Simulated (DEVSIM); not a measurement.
Structure: Si p-n junction from an implanted or diffused profile, at 300 K.

```
layer (left to right)  material  thickness (μm)  Nd (cm⁻³)  τn (s)  τp (s)
---------------------  --------  --------------  ---------  ------  ------
1                            Si            11.0     8.3e15  1.8e-6  1.8e-6
```

Added acceptor profile: 1.2e18 cm⁻³ × exp(−(x − 0 μm)²/(2·(0.031 μm)²)). Left contact: ohmic. Right contact: ohmic. Voltage is applied to the left contact. Recombination: SRH at mid-gap, radiative. Mobility is μmin + (μ − μmin)/(1 + (N/Nref)^α).

The device is made up for the run: typed textbook-type constants, with dimensions and the other settings drawn at random. Values at 300 K.

| parameter | Si |
|---|---|
| gap (eV) | 1.124 |
| affinity (eV) | 4.05 |
| permittivity | 11.7 |
| Nc (cm⁻³) | 2.86e19 |
| Nv (cm⁻³) | 3.1e19 |
| μn (cm²/Vs) | 1417 |
| μp (cm²/Vs) | 470 |
| μn,min | 52 |
| μp,min | 45 |
| Nref,n | 9.7e16 |
| Nref,p | 2.2e17 |
| αn | 0.68 |
| αp | 0.72 |
| B (cm³/s) | 4.7e-15 |

Simulated with DEVSIM: 1D drift-diffusion, Boltzmann statistics, complete ionisation; no tunnelling, impact ionisation, image-force lowering or self-heating.

Problem. Tabulate band edges, carrier densities and field at zero bias.

Solution. Energies count from the Fermi level of the right contact; mesh points crowd at the junctions.

```
x (μm)   Ec (eV)  Ev (eV)  n (cm⁻³)  p (cm⁻³)  field (V/cm)
-------  -------  -------  --------  --------  ------------
0.000      1.040   -0.084     < 1e2    1.2e18         -1000
0.01665    1.036   -0.088       110    1.0e18         -4600
0.03596    1.021   -0.103       200    5.8e17        -10000
0.05518    0.993   -0.131       600    1.9e17        -20000
0.08246    0.911   -0.213     14000    8.3e15        -37000
0.1029     0.833   -0.291    290000    4.0e14        -39000
0.1228     0.758   -0.366   5200000    2.2e13        -37000
0.1510     0.660   -0.464     2.4e8    4.9e11        -33000
0.1896     0.542   -0.582    2.2e10     5.2e9        -28000
0.2713     0.356   -0.768    3.0e13   3900000        -18000
0.4238     0.222   -0.902    5.4e15     22000         -2300
0.8944     0.211   -0.913    8.3e15     14000           ≈ 0
1.703      0.211   -0.913    8.3e15     14000           ≈ 0
3.212      0.211   -0.913    8.3e15     14000           ≈ 0
7.033      0.211   -0.913    8.3e15     14000           ≈ 0
8.941      0.211   -0.913    8.3e15     14000           ≈ 0
9.980      0.211   -0.913    8.3e15     14000           ≈ 0
10.48      0.211   -0.913    8.3e15     14000           ≈ 0
10.80      0.211   -0.913    8.3e15     14000           ≈ 0
10.91      0.211   -0.913    8.3e15     14000           ≈ 0
10.97      0.211   -0.913    8.3e15     14000           ≈ 0
11.00      0.211   -0.913    8.3e15     14000           ≈ 0
```
